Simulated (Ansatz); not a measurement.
ZrO2 under a change: isotropic strain −0.45 %

Take ZrO2 (space group Pca2_1, No. 29; a = 5.324 Å, b = 5.098 Å, c = 5.128 Å) as the base.

Perturbation: the cell is scaled by 0.9955 in all directions, atoms relaxed at fixed cell.

Calculations: Ansatz (an electronic-structure program), PBE, PAW, cutoff 420 eV, without spin-orbit coupling. Settings: 5×5×5 k-points, 0.05 eV Fermi–Dirac smearing.

| quantity | base | changed | shift |
|---|---|---|---|
| volume per atom | 11.60 Å³ | 11.44 Å³ | -0.16 Å³ |
| space group | Pca2_1 (No. 29) | Pca2_1 (No. 29) | – |
| shortest interatomic distance | 3.864 bohr | 3.855 bohr | -0.0095 bohr |
| energy relative to the base (free energy F) | 0 meV/atom | +1.3 meV/atom | +1.3 meV/atom |
| pressure (mean of the normal stresses, compression positive) | 0.00 GPa | 2.59 GPa | +2.598 GPa |
| band gap | 3.86 eV | 3.87 eV | +0.01 eV |
| gap character | indirect, Γ → Y | indirect, Γ → Y | – |
| smallest direct gap | 3.99 eV | 3.99 eV | 0.00 eV |
| width of the top valence band | 0.82 eV | 0.81 eV | -0.002 eV |
| valence-band top at Γ (three highest levels, from the VBM) | 0.00, -0.12, -0.25 eV | 0.00, -0.12, -0.24 eV | – |

Whether these cells are dynamically stable was not tested. This is not the structure that ZrO2 has at room temperature and ambient pressure.
